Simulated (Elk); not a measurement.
Band structure of FeCo (Pm-3m, 2 atoms in the cell).

```
FeCo
1.0
    2.83903     0.00000     0.00000
    0.00000     2.83903     0.00000
    0.00000     0.00000     2.83903
Fe Co
1 1
Direct
  0.00000   0.00000   0.00000
  0.50000   0.50000   0.50000
```
Moments meant for the start (each program seeds them in its own way; μB, in the order of the atoms Fe Co): 4.0 3.0.

Method of the run: PBE, all-electron FP-LAPW, Elk's shipped species files, APW+lo basis with extra local orbitals run with Elk.

Settings: xctype = 20; spinpol = true; rgkmax = 8; stype = 0; swidth = 0.00734986 Ha; ngridk = 15 15 15; reducebf = 0.8; gmaxvr = 16 1/bohr; nxlo = 2; lorbcnd = true; lmaxi = 2; nempty = 12 per atom; bfcmt = [[0.0, 0.0, -1.0], [0.0, 0.0, -0.75]].

The starting cell comes from a database of computed structures (which also holds hypothetical and non-ambient phases and stackings), without a prior relaxation at this level. The magnetic order is the one reached from the typed start; others were not searched systematically. Values depend on the basis (sphere radii, cutoffs, local orbitals), which need not be converged.

Levels in eV from the Fermi level, bands 15 to 22 of the first spin channel:
```json
[
 {"point": "Γ", "15": "-1.97", "16": "-0.84", "17": "-0.84", "18": "-0.83", "19": "8.95", "20": "8.96", "21": "8.96", "22": "14.60"},
 {"point": "X", "15": "-2.59", "16": "-2.04", "17": "-1.95", "18": "-0.90", "19": "-0.60", "20": "15.88", "21": "15.89", "22": "16.03"},
 {"point": "M", "15": "-1.69", "16": "-0.60", "17": "-0.60", "18": "-0.30", "19": "-0.30", "20": "6.08", "21": "6.26", "22": "17.44"},
 {"point": "R", "15": "-1.87", "16": "-1.67", "17": "-1.66", "18": "7.56", "19": "7.56", "20": "7.56", "21": "7.65", "22": "7.66"}
]
```

Bands cross the Fermi level along this path, so the cell is metallic at this level.

The net moment of the cell came out as 4.51 μB.
